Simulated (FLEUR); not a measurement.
Worked example: self-consistent single point of K₂Se (Fm-3m, 3 atoms in the cell) in FLEUR.

Method of the run: LDA (Vosko-Wilk-Nusair), all-electron FLAPW (FLEUR), scalar-relativistic valence with spin-orbit coupling in second variation in FLEUR.

```
K2Se
1.0
    0.00000     3.83595     3.83595
    3.83595     0.00000     3.83595
    3.83595     3.83595     0.00000
K Se
2 1
Cartesian
  1.91798   1.91798   1.91798
  5.75393   5.75393   5.75393
  0.00000   0.00000   0.00000
```

Reference input (self-consistent single point, DFT, LDA (Vosko-Wilk-Nusair), all-electron FLAPW (FLEUR), scalar-relativistic valence): Kmax = 3.8 1/bohr; GmaxXC = 13.3 1/bohr; xcFunctional = vwn; jspins = 1; l_soc = F; mode = hist; fermiSmearingEnergy = 0.0001 Htr; mesh (inpgen div1-3) = 8 8 8; inpgen gamma flag = true; Gmax = 13.3 1/bohr; numbands = 0; maxIterBroyd = 15. This run's input differs from it in these lines:

```diff
@@ -17,2 +17,3 @@
 &kpt div1=8 div2=8 div3=8 gamma=t /
+&soc 0.0 0.0 /
 &end /
@@ -30,5 +31,5 @@
       <magnetism jspins="1"/>
-      <soc l_soc="F" theta="0.0" phi="0.0" spav="F"/>
+      <soc l_soc="T" theta="0.0" phi="0.0" spav="F"/>
       <expertModes spex="0" secvar="F"/>
-      <geometryOptimization l_f="T" forcealpha="1.0" forcemix="BFGS" epsdisp="0.00001" epsforce="0.00001"/>
+      <geometryOptimization l_f="F" forcealpha="1.0" forcemix="BFGS" epsdisp="0.00001" epsforce="0.00001"/>
       <ldaU l_linMix="F" mixParam="0.05" spinf="1.0"/>
```

Log, with long lists cut:

```
 Iteration:     1   Distance:       4.50257317 me/bohr^3
 Iteration:     2   Distance:       3.95885035 me/bohr^3
 Iteration:     3   Distance:       1.94921116 me/bohr^3
 Iteration:     4   Distance:       1.55535688 me/bohr^3
 Iteration:     5   Distance:       1.49954532 me/bohr^3
   [... 18 lines left out ...]
 Iteration:    24   Distance:       0.00002440 me/bohr^3
 Iteration:    25   Distance:       0.00001595 me/bohr^3
 Iteration:    26   Distance:       0.00002260 me/bohr^3
 Iteration:    27   Distance:       0.00000930 me/bohr^3
 Run finished successfully
 Stop message:
   all done

[file out, last iteration]
             iter=     27
[...]
          total density-effective poten   -5.7948928391E+03
          total charge density-energy d   -1.4867644315E+02
 Updated energy parameters for spin:           1
[...]
 fermi energy and band-weighting factors:
   [... 11 lines left out ...]

[...]
FERMIE:
          first approx. to ef    (T=0)  :   0.035984 htr   (energy of the highest occ. eigenvalue)
          number of occ. states  (T=0)  :       2652
          first approx. to seigv (T=0)  : -52.188111 htr
          sum of weights of occ. states :  34.000000
          sum of semicore charge        :   0.000000 e
FERHIS:  Fermi-Energy by histogram:
          bandgap                     :   0.067036 htr
   [... lines left out ...]
          charge neutrality (T=0)     :   0.000000    (zero if the highest occ. eigenvalue is "entirely" occupied)
 Direct bandgap for spin            1 :    7.2175937896454642E-002  Htr
 ---->    free energy=                     -3628.4470162241 htr
   [... lines left out ...]
 TOTAL FORCE FOR ATOM TYPE=  2  X=  0.000   Y=  0.000   Z=  0.000
                       FX_TOT= 0.000000 FY_TOT= 0.000000 FZ_TOT= 0.000000
No new postions, force convergence required= 0.00001; max force distance= 0.00000
---->    distance of charge densities for spin  1                 it=   27:     0.000009 me/bohr**3
GENERALIZED ANDERSON MIXING: alpha=   0.05000 History-length=12
     ******* it= 27  is completed********
```

The run converged in 27 iterations. 

The starting cell comes from a database of computed structures (which also holds hypothetical and non-ambient phases and stackings), without a prior relaxation at this level. Values depend on the basis (sphere radii, cutoffs, local orbitals), which need not be converged.

These are the values that this program gave, and no reference: the default basis lacks the next d shell.

Cost on one core of a shared machine: roughly 7 min.
